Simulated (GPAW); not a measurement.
## σxx against uniaxial strain in rock-salt SnTe (space group 225): C11 (GPAW, LDA)

```
SnTe
1.0
    0.00000     3.11148     3.11148
    3.06480     0.00000     3.11148
    3.06480     3.11148     0.00000
Sn Te
1 1
Cartesian
  0.00000   0.00000   0.00000
  3.06480   3.11148   3.11148
```

Computed with LDA (Perdew-Wang 92), GPAW PAW datasets LDA (gpaw-data 1.0.1) (plane waves; GPAW). Settings: mode = pw; ecut = 585 eV; xc = LDA; kpts = 10 10 10; mesh shift (steps) = 0 0 0; occupations.name = fermi-dirac; occupations.width = 0.01 eV; nbands = -6; convergence.density = 1e-06 e/electron; convergence.energy = 1e-06 eV/electron; convergence.bands = -4; symmetry.symmorphic = false; symmetry.tolerance = 0.0005; maxiter = 120. The cell above is the first row's. The rows stretch one cube axis (x) by the strain ε and hold the other two. Stress is positive in tension. In all rows fractional positions and the k mesh are held.

```csv
ε (%),σxx (GPa)
-1.5,?
-1.0,-1.54
-0.5,-0.73
0.0,0.02
0.5,0.73
1.0,1.39
1.5,2.02
2.0,2.60
```

Task: Fit σxx against ε with a parabola, and predict the withheld value at ε = -1.5.

Result: Least squares gives σxx = 0.019 + 1.4660·ε - 0.0881·ε². Residuals (row less fit): -0.005, 0.006, 0.001, 0.000, -0.007, 0.000, 0.001; standard error 0.005 (degrees of freedom: 4). The slope at ε = 0, 1.4660 GPa per cent, gives C11 ≈ 100 × 1.4660 = 147 GPa, for the static lattice. At the withheld row, σxx = 0.019 + 1.4660 × (-1.5) - 0.0881 × (-1.5)² = -2.378 GPa. The calculation gives -2.39 GPa, 0.012 GPa below the prediction (0.2 % of the range of σxx in the table). The row lies outside the fitted rows, so this is an extrapolation. From the scatter of the fitted rows alone, a prediction at this place has a standard error of 0.010 GPa, so the miss is 1.2 times that.

Carrying the step between the two nearest rows on in a straight line would have given -2.35, off by 0.04; series whose last step already gives the withheld value aren't shown. The reference cell has the volume at which an earlier scan in this program and functional put its minimum by a fit. This is the room-temperature phase, which distorts on cooling and is held here by symmetry. The runs keep the symmetry of the cell, so they don't test it for distortions. The unstrained cell stands at a pressure of -0.02 GPa, and the constants belong to that pressure. By symmetry this strain leaves no force on the atoms; the largest in the rows is 0.000 eV/Å. Spin-orbit coupling is off. Cutoffs and mesh are single choices, not tested for convergence of this quantity. Series with a scatter that would blur these digits, or in which a gap closes, are not shown. Strain series were run only where this level's volume lies within 10 % of a first guess from the measured size.
